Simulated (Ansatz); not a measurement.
CsGeBr3 (Pm-3m, No. 221, 5 atoms in the cell; start mp-570223; high-temperature phase)

Method: r²SCAN (PAW; Ansatz, a quantum-chemistry and plane-wave program).

Numerical settings: plane-wave cutoff 560 eV, 6×6×6 k mesh, Fermi–Dirac smearing 0.01 eV, scalar-relativistic PAW data made under PBE.

Cell (relaxed with PBEsol):

CsBr3Ge is taken in the cubic space group Pm-3m (No. 221), the cubic perovskite structure, Pearson symbol cP5. Cell: a = b = c = 5.4738 Å, α = β = γ = 90.00°. Cs on 1a is coordinated by 12 Br at 3.871 Å (cuboctahedral). Ge on 1b sees 6 Br at 2.737 Å (octahedral). Br on 3c has 2 Ge at 2.737 Å and 4 Cs at 3.871 Å (octahedral). (Neighbours: up to the widest gap in distance over summed covalent radii, below 1.35, at either atom; cation-cation and far metal-metal contacts left out.)

```
Quantity   Result
--------  -------
band gap  0.51 eV
Γ–Γ gap   6.21 eV
```

Note: held by symmetry at 0 K, a high-temperature phase can be a saddle point; cell and atoms aren't relaxed at this level (pressure 1.1 GPa).

Spin–orbit coupling is not included.

Static lattice: no zero-point or thermal effects.

A start named mp-… is a Materials Project structure, which need not be a measured phase.
